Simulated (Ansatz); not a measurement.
Base system: BaZrO$_{3}$ in the cubic perovskite structure (space group Pm-3m, No. 221; a = 4.227 Å).

Level of theory: PBE (Ansatz, a program for electronic structure), no SOC.

One change was made to it. Results:

```tsv
quantity	base	after
gap character	indirect, R → Γ	direct at Γ
electron mass (degenerate bands, along [100])	0.36, 0.36, 2.8 mₑ (at Γ)	0.31, 0.31, 2.4 mₑ (at Γ)
band gap	3.18 eV	3.44 eV
lattice parameter a	4.227 Å	3.941 Å
width of the top valence band	0.87 eV	1.00 eV
```

Task: What was done to the base?
A) pressure 50 GPa
B) pressure 3 GPa
C) pressure −1 GPa
D) pressure 15 GPa
E) pressure 7 GPa

Result: A, pressure 50 GPa. For comparison, the band gap in the other runs: pressure −1 GPa gives 3.16 eV; pressure 3 GPa gives 3.23 eV; pressure 15 GPa gives 3.37 eV; pressure 7 GPa gives 3.28 eV.

Load acts through the strain it causes; cell and atoms are relaxed under it. Masses are band curvatures over ±0.01 Å⁻¹ around the edge. Stability against distortions was not tested. No other phases were tried under pressure.
